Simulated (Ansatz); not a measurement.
Start from CdTe in the zinc blende structure (space group F-43m, No. 216; a = 6.558 Å).

The change: cell and atoms relaxed at a pressure of 2.1 GPa.

All numbers come from r2SCAN (Ansatz, a first-principles code; PAW; 500 eV plane waves; no SOC), earlier PAW set.

Base, band edges from the VBM (valence, conduction): X -1.79, 2.97; W -2.09, 4.55; L -0.74, 2.20; Γ 0.00, 1.16; K -1.48, 3.25; U -1.48, 3.25 eV.

Problem. Give the band edges at the high-symmetry points of the new zone, measured from its valence-band maximum.

Solution. 
| point | valence edge (eV) | conduction edge (eV) |
|---|---|---|
| Γ | 0.00 | 1.31 |
| X | -1.95 | 2.87 |
| U | -1.61 | 3.22 |
| K | -1.61 | 3.22 |
| L | -0.81 | 2.25 |
| W | -2.29 | 4.71 |

The gap is 1.31 eV, direct at Γ.

Spin-orbit coupling, missing from the scalar runs, can matter with Te. Load acts through the strain it causes; cell and atoms are relaxed under it. No phonon test of stability was made. Tetrahedral semiconductors of this kind turn to denser phases somewhere between about 1 and 50 GPa; those were not computed, so compressed cells here can lie past the real transition.
